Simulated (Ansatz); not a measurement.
Results of r²SCAN-D4 (Ansatz, a program for electronic structure, PAW) for fluorite HfO₂ (high-temperature phase).

Numerical settings: plane-wave cutoff 560 eV, 12×12×12 k mesh, Fermi–Dirac smearing 0.01 eV, scalar-relativistic PAW data made under PBE.

Computed at the level's own relaxed cell.

Q: What does this level give for the pressure derivative B′ of the bulk modulus, equilibrium lattice constant a and bulk modulus?

A: 
pressure derivative B′ of the bulk modulus: 4.2
equilibrium lattice constant a: 5.050 Å
bulk modulus: 273 GPa

Measured, for comparison: bulk modulus 242 ± 16 GPa (room temperature, no zero-point or thermal correction, nanocrystalline cubic HfO2, second-order Birch-Murnaghan; as tabulated in High-pressure structural stability, equation of state, and thermal expansion …). Computed (rounded) less measured: bulk modulus +13 %.

Note: symmetry holds this phase in the static calculation, where it need not be a minimum; held by symmetry at 0 K, a high-temperature phase can be a saddle point.

Spin–orbit coupling is not included.

Static lattice: no zero-point or thermal effects.

The result took very roughly 2.4 core-minutes.
